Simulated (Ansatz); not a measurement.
The reference is CaO in the rock salt structure (space group Fm-3m, No. 225).

```
CaO
1.0
    0.00000     2.38356     2.38356
    2.38356     0.00000     2.38356
    2.38356     2.38356     0.00000
Ca O
1 1
Cartesian
  0.00000   0.00000   0.00000
  2.38356   2.38356   2.38356
```

All numbers come from DFT with PBEsol, PAW potentials and a 420 eV plane-wave cutoff in Ansatz (a quantum-chemistry and plane-wave program), without spin-orbit coupling.

For the base:

| Quantity | Value |
|---|---|
| Lattice parameter a | 4.767 Å |
| Valley order | X along ⟨100⟩ 3.54 eV; Γ 4.78 eV |

Modification: cell and atoms relaxed at a pressure of 0.3 GPa.

What happens to the lattice parameter a?

The lattice parameter a shrinks by 0.004 Å to 4.763 Å.

Estimate the effect on the valley order.

The valley order (the lowest conduction-band minima on the path, energy above the VBM, named in the base's zone) goes from X along ⟨100⟩ 3.54 eV; Γ 4.78 eV to X along ⟨100⟩ 3.54 eV; Γ 4.80 eV.

The levels and masses belong to the bands next to the band gap. Load acts through the strain it causes; cell and atoms are relaxed under it. Stability against distortions was not tested.
